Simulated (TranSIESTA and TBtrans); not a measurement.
System: Al point contact of 2 atoms in a row between two rods, one bond stretched by the factor 1.25. Leads: fcc Al rod along [100], layers of 5 and 4 atoms, a = 4.04 Å. Geometry: as built, not relaxed. Transport runs along z; the first 18 and the last 18 of the 69 atoms are the lead cells, repeated to infinity.

```xyz
69
Lattice="14.213 0.000 0.000 0.000 14.213 0.000 0.000 0.000 35.605" Properties=species:S:1:pos:R:3 pbc="F F T"
Al     7.107     7.107     0.000
Al     9.963     7.107     0.000
Al     7.107     9.963     0.000
Al     4.250     7.107     0.000
Al     7.107     4.250     0.000
Al     8.535     8.535     2.020
Al     5.678     8.535     2.020
Al     8.535     5.678     2.020
Al     5.678     5.678     2.020
Al     7.107     7.107     4.040
Al     9.963     7.107     4.040
Al     7.107     9.963     4.040
Al     4.250     7.107     4.040
Al     7.107     4.250     4.040
Al     8.535     8.535     6.060
Al     5.678     8.535     6.060
Al     8.535     5.678     6.060
Al     5.678     5.678     6.060
Al     7.107     7.107     8.080
Al     9.963     7.107     8.080
Al     7.107     9.963     8.080
Al     4.250     7.107     8.080
Al     7.107     4.250     8.080
Al     8.535     8.535    10.100
Al     5.678     8.535    10.100
Al     8.535     5.678    10.100
Al     5.678     5.678    10.100
Al     7.107     7.107    12.120
Al     9.963     7.107    12.120
Al     7.107     9.963    12.120
Al     4.250     7.107    12.120
Al     7.107     4.250    12.120
Al     8.535     8.535    14.140
Al     5.678     8.535    14.140
Al     8.535     5.678    14.140
Al     5.678     5.678    14.140
Al     7.107     7.107    16.160
Al     7.107     7.107    19.445
Al     8.535     8.535    21.465
Al     5.678     8.535    21.465
Al     8.535     5.678    21.465
Al     5.678     5.678    21.465
Al     7.107     7.107    23.485
Al     9.963     7.107    23.485
Al     7.107     9.963    23.485
Al     4.250     7.107    23.485
Al     7.107     4.250    23.485
Al     8.535     8.535    25.505
Al     5.678     8.535    25.505
Al     8.535     5.678    25.505
Al     5.678     5.678    25.505
Al     7.107     7.107    27.525
Al     9.963     7.107    27.525
Al     7.107     9.963    27.525
Al     4.250     7.107    27.525
Al     7.107     4.250    27.525
Al     8.535     8.535    29.545
Al     5.678     8.535    29.545
Al     8.535     5.678    29.545
Al     5.678     5.678    29.545
Al     7.107     7.107    31.565
Al     9.963     7.107    31.565
Al     7.107     9.963    31.565
Al     4.250     7.107    31.565
Al     7.107     4.250    31.565
Al     8.535     8.535    33.585
Al     5.678     8.535    33.585
Al     8.535     5.678    33.585
Al     5.678     5.678    33.585
```

Run with TranSIESTA and TBtrans (open boundaries, self-consistent; PseudoDojo norm-conserving potentials, scalar-relativistic): PAO.BasisSize SZP, PAO.EnergyShift 0.15 eV, XC.Authors PBE, Mesh.Cutoff 150 Ry, ElectronicTemperature 300 K, TS.Voltage 0.0 eV, TBT.Elecs.Eta 0.001 eV, no spin polarisation.

Energies count from the leads' Fermi level. Transmissions are for one spin of a degenerate pair. The energy step is 0.02 eV; narrower resonances are cut or missed.

```csv
E (eV),T
-0.20,0.200
-0.16,0.229
-0.12,0.280
-0.08,0.384
-0.04,0.646
0.00,1.17
0.04,0.785
0.08,1.03
0.12,1.08
0.16,1.11
0.20,1.12
```

Give the zero-bias conductance in μS and the resistance at 300 K.

At the Fermi level T = 1.17. Averaged with −∂f/∂E over the full grid (kT = 25.9 meV) it is 0.905, well away from the value at one energy, as T changes fast within a few kT. With G0 = 2e²/h = 77.48 μS, G = 70.1 μS and R = 1/G = 14.3 kΩ.

Estimate the current at 0.2 V in linear response, and compare with the self-consistent run.

I = G V = 70.1 μS × 0.2 V = 14.0 μA; the self-consistent run gives 11.9 μA, 0.85 of it. Linear response leaves out the change of T over the bias window and the shift of levels under bias.

The leads' channel count changes near 0.03 eV, within the thermal window, so values at the Fermi level hang on where that band edge falls.
